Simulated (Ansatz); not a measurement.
Ga2O3 (model structure, started from the Bi2O3 type, P6₃mc, No. 186, 20 atoms in the cell): smallest direct gap on the k points sampled by level of theory

No measured value is used here.

```csv
level (code),value (eV)
LDA (Ansatz),0.42
PBEsol (Ansatz),0.42
r²SCAN (Ansatz),[?]
```

Fill in the missing entries.


- r²SCAN (Ansatz, a first-principles code), value (eV): 0.89

At these levels the smallest gap is indirect and lower: LDA 0.32, PBEsol 0.34, r²SCAN 0.82 eV. Computed values are for a static lattice. Spin–orbit coupling is included only where a level's name says +SOC; with heavier elements it mostly lowers gaps and can invert bands.  Values are at the PBEsol cell. Cutoffs differ between the levels. Ansatz's density-functional and Hartree–Fock values are scalar-relativistic unless marked +SOC, with PAW data made under PBE.

A model structure was made by putting elements into a prototype or built by hand; it is no filed structure, need not be a known phase, and can be a saddle point held by its symmetry.
